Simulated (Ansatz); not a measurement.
## NaIO3 (Pnma, No. 62)

Computed with LDA (PAW; Ansatz, a quantum-chemistry and plane-wave program).

Run with plane-wave cutoff 500 eV, 6×6×8 k mesh (along the axes of the cell as run), gaussian smearing 0.02 eV, scalar-relativistic PAW data made under PBE.

Cell (relaxed at this level):

```cif
data_I4Na4O12
_chemical_formula_sum 'O12 I4 Na4'
_space_group_name_H-M_alt 'P 1'
_space_group_IT_number 1
_cell_length_a 6.21951
_cell_length_b 7.46211
_cell_length_c 5.73011
_cell_angle_alpha 90.000
_cell_angle_beta 90.000
_cell_angle_gamma 90.000
loop_
_space_group_symop_operation_xyz
  'x, y, z'
loop_
_atom_site_label
_atom_site_type_symbol
_atom_site_fract_x
_atom_site_fract_y
_atom_site_fract_z
_atom_site_occupancy
O1 O 0.10042 0.25000 0.71060 1
O2 O 0.89958 0.75000 0.28940 1
O3 O 0.39958 0.75000 0.21060 1
O4 O 0.60042 0.25000 0.78940 1
I1 I 0.99523 0.25000 0.00473 1
I2 I 0.00477 0.75000 0.99527 1
I3 I 0.50477 0.75000 0.50473 1
I4 I 0.49523 0.25000 0.49527 1
Na1 Na 0.00000 0.00000 0.50000 1
Na2 Na 0.00000 0.50000 0.50000 1
Na3 Na 0.50000 0.00000 0.00000 1
Na4 Na 0.50000 0.50000 0.00000 1
O5 O 0.15975 0.07273 0.13884 1
O6 O 0.84025 0.57273 0.86116 1
O7 O 0.34025 0.92727 0.63884 1
O8 O 0.65975 0.42727 0.36116 1
O9 O 0.84025 0.92727 0.86116 1
O10 O 0.15975 0.42727 0.13884 1
O11 O 0.65975 0.07273 0.36116 1
O12 O 0.34025 0.57273 0.63884 1
```

* **band gap**: 3.62 eV (on the SCF k mesh)

Note: the relaxation could not lower the start's symmetry, so the cell can be a saddle point above a distorted one; the volume lies 11 % below that of the published cell.

Spin–orbit coupling is not included.
